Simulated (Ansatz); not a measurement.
Interstitial Ag in alpha quartz, relaxed from 2 sites or starts (void with 4O nearest, no. 2; void with 6O2Si nearest); at each charge the lowest end counts.

The numbers are results of PBE, PAW (plane waves to 420 eV; Ansatz, a quantum-chemistry and plane-wave program), not measurements. Details: 72-site cell; 2×2×2 Γ-centred k-points; host gap 5.68 eV; charged states image-corrected; not converged in cell size; flagged in the runs: for some of the defects a host whose relaxation on this sampling wasn't shown to rest, a strain field that reaches the edge of the cell.

```tsv
charge	neighbours at the lowest end (Å)	corrected energy + q E_VBM, against the first (eV)
+1	O 2.28, O 2.28, O 2.55, O 2.56, O 2.63, O 2.63	0.00
0	O 2.47, O 2.47, O 2.70, O 2.71, Si 2.75, Si 2.76	4.52
```

Charges from +1 to 0 were run. The lines E(q) + q E_F give the stable charge, which changes above the valence-band maximum at (+1/0) at 4.52 eV.
